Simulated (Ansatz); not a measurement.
The starting structures come from a database of crystals and need not be the phases stable at ambient conditions.

 Where the default PAW files enter, the runs use the earlier of Ansatz's two default sets.

Inside the gap of an insulator the Bloch states are evanescent, with a wavenumber k + iκ along the transport direction.

Input:

```
CELL_PARAMETERS angstrom
      4.81426     0.00000     0.00000
      0.00000     4.81426     0.00000
      2.40713    -2.40713     7.99769
ATOMIC_POSITIONS crystal
  Sr 0.32494 0.67506 0.35012
  Sr 0.67506 0.32494 0.64988
  Sr 0.50000 0.00000 0.00000
  Sr 0.00000 0.50000 0.00000
  P  0.13506 0.86494 0.72988
  P  0.86494 0.13506 0.27012
  O  0.50000 0.50000 0.00000
```

Space group of this cell: I4/mmm. The cell is taken as given.

Transport runs along the normal of the first two printed cell vectors, the (001) plane of the conventional cell.

The gap is the functional's own, uncorrected, and κ follows it; spin-orbit coupling is left out. Mid-gap values are interpolated between the computed energies.

### Question
Estimate the band gap and the smallest decay constant κ at mid-gap that r2SCAN run with Ansatz (a first-principles code) returns for this system.

### Answer
Gap 1.56 eV on a 8×8×8 mesh; κ = 0.173 1/Å, at the zone centre.
